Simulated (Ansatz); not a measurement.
**GaN: energy against strain**

GaN (zinc blende, F-43m, 11.376 Å³/atom at rest) under an equal strain ε in the (111) plane with the normal axis free, as in a coherent film. PBEsol in Ansatz, a plane-wave DFT program (PAW, default set), 420 eV, 13×13×13 Γ-centred mesh, Fermi-Dirac smearing 0.05 eV; ions are relaxed within the symmetry of each cell.

Here s stands for strain and y for E less E0.

| strain (%) | E less E0 (meV/atom) |
|---|---|
| -2.50 | ? |
| -1.25 | 5.01 |
| -0.83 | 2.19 |
| -0.42 | 0.56 |
| 0.00 | 0.00 |
| 0.42 | 0.55 |
| 0.83 | 2.11 |
| 1.25 | 4.75 |

The 7 complete rows are fitted with a parabola, y against s. Least squares gives y = 0.002 - 0.0815·s + 3.1215·s². Residuals (row less fit): 0.029, -0.030, -0.027, -0.002, 0.032, 0.025, -0.027; standard error 0.035 (degrees of freedom: 4). Twice the quadratic coefficient over the volume, 2 × 3.1215 meV × 10⁴ × 0.1602 / 11.376 Å³, is twice the biaxial elastic modulus of this plane = 879 ± 6 GPa.

Problem. What does the fit predict for y at s = -2.50, and how far is the calculated value from it?

Solution. y = 0.002 - 0.0815 × (-2.50) + 3.1215 × (-2.50)² = 19.715 meV/atom. The calculation gives 20.48 meV/atom, 0.765 meV/atom above the prediction (3.7 % of the range of y in the table). The row lies outside the fitted rows, so this is an extrapolation. From the scatter of the fitted rows alone, a prediction at this place has a standard error of 0.133 meV/atom, so the miss is 5.8 times that.

One order more, fitted to all 13 runs of the series, follows each within 0.01, so the miss is the next term of a smooth law. GaN is here a metastable form; wurtzite is the usual one. Rows are the converged runs of the series near zero and its far end; series whose fitted rows scatter by over a few per cent of the range, as at a crossing or softening among them, aren't shown in this form. Most that stay on the fit to the last digits aren't either.
